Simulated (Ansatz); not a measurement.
Parameter sweep on Ga₂O₃ (C2/m, 10 atoms in the cell)

```
Ga2O3
1.0
    6.16234    -1.52927     0.00000
    6.16234     1.52927     0.00000
   -1.38911     0.00000     5.67069
Ga O
4 6
Cartesian
  3.25277   0.00000   3.88595
  7.68280   0.00000   1.78474
 10.92461   0.00000   1.16368
  0.01096   0.00000   4.50701
  5.17327   0.00000   4.21525
  5.76230   0.00000   1.45544
  9.58123   0.00000   2.47679
  1.35434   0.00000   3.19390
  1.87579   0.00000   0.61896
  9.05978   0.00000   5.05174
```

Base run A: PBE, PAW files (Ansatz, a program for electronic structure), self-consistent single point.

Its settings: basis.ecutwfc = 420 eV; kpoints.mp_grid.grid = 7 7 4; hamiltonian.xc = pbe; hamiltonian.pseudopotentials = {kind: paw} (the program's default PAW files); scf.occupations.method = fixed.

The starting cell comes from a database of computed structures (which also holds hypothetical and non-ambient phases and stackings), without a prior relaxation at this level. Its lattice was rescaled by a random factor within 2.5 % of one. In the base run, with a pressure of about 5 GPa the cell is away from its equilibrium volume at this level. Ansatz's pressure includes its estimate of the finite-basis (Pulay) stress.

ΔF is the free energy per atom less that of run A. 

The first pressure column holds Ansatz's estimate of the finite-basis (Pulay) stress, which hides part of the cutoff error; the other is without it.

In some runs the Pulay estimate is large (up to 110 GPa), a sign of a cutoff far from converged.

| run | change | ΔF (meV/atom) | pressure (GPa) | largest force (eV/Å) | gap on the mesh (eV) | pressure at a fixed set of plane waves (GPa) |
|---|---|---|---|---|---|---|
| A | base | 0.00 | 4.51 | 0.095 | 2.215 | 4.06 |
| B | lattice scaled by 0.97 | 86.5 | 26.92 | 0.646 | 3.068 | 26.43 |
| C | lattice scaled by 0.97; basis.ecutwfc: 420 eV → 250 eV | 1299.1 | 28.94 | 0.791 | 2.912 | -80.92 |
| D | lattice scaled by 0.985 | 27.6 | 14.57 | 0.348 | 2.632 | 14.10 |
| E | lattice scaled by 0.985; basis.ecutwfc: 420 eV → 250 eV | 1236.0 | 15.56 | 0.477 | 2.495 | -88.40 |
| F | lattice scaled by 1.015 | -0.82 | -3.64 | 0.230 | 1.821 | -4.07 |
| G | lattice scaled by 1.015; basis.ecutwfc: 420 eV → 250 eV | 1209.9 | -4.06 | 0.418 | 1.673 | -98.17 |
| H | lattice scaled by 1.03 | 21.3 | -10.17 | 0.391 | 1.450 | -10.59 |
| I | lattice scaled by 1.03; basis.ecutwfc: 420 eV → 250 eV | 1235.8 | -10.56 | 0.565 | 1.295 | -100.94 |
| J | basis.ecutwfc: 420 eV → 250 eV | 1206.1 | 4.29 | 0.325 | 2.087 | -93.96 |

Run I against A: The free energy rises by 1.24 eV/atom, the pressure goes from 4.51 to -10.56 GPa, the largest force goes from 0.095 to 0.565 eV/Å and the gap on the mesh goes from 2.215 to 1.295 eV.

Run E against A: The free energy rises by 1.24 eV/atom, the pressure goes from 4.51 to 15.56 GPa, the largest force goes from 0.095 to 0.477 eV/Å and the gap on the mesh goes from 2.215 to 2.495 eV.

Keys are those of Ansatz 0.2.
